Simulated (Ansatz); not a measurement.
# Effect of tensor shear ε_xy = +0.29 % on CdSe

Base system: CdSe in the zinc blende structure (space group F-43m, No. 216; a = 6.133 Å). Axes: x, y, z lie along the cube axes.

Now apply this change: tensor shear ε_xy = +0.29 % (engineering shear γ = 0.0058); the atoms relax in the strained cell.

Method: plane-wave PAW DFT at the r2SCAN level (Ansatz, a program for electronic structure, 500 eV), no spin-orbit coupling. Γ-centred 9×9×9 mesh, Fermi–Dirac width 0.05 eV.

Volume per atom: 28.84 Å³ (base 28.84 Å³)
Energy relative to the base (free energy F): +0.1 meV/atom
Pressure (mean of the normal stresses, compression positive): 0.01 GPa (base 0.01 GPa)
Band gap: 1.03 eV (base 1.04 eV)
Gap character: direct at Γ (base direct at Γ)
Electron mass: 0.093 mₑ (at Γ) (base 0.093 mₑ (at Γ))
Valence-band top at Γ (three highest levels, from the VBM): 0.00, -0.01, -0.03 eV (base 0.00, 0.00, 0.00 eV)
Stress (xx, yy, zz, yz, xz, xy; compression positive): (0.01, 0.01, 0.01, 0.00, 0.00, -0.13) GPa

Final structure:

```
CELL_PARAMETERS angstrom
      0.00889     3.06658     3.06658
      3.06658     0.00889     3.06658
      3.07548     3.07548     0.00000
ATOMIC_POSITIONS crystal
  Cd 0.00063 0.00063 0.99937
  Se 0.24937 0.24937 0.25063
```

Effective masses come from finite differences of ±0.01 Å⁻¹. No phonon test of stability was made. Labels are those of the standard path for the cell's own space group.
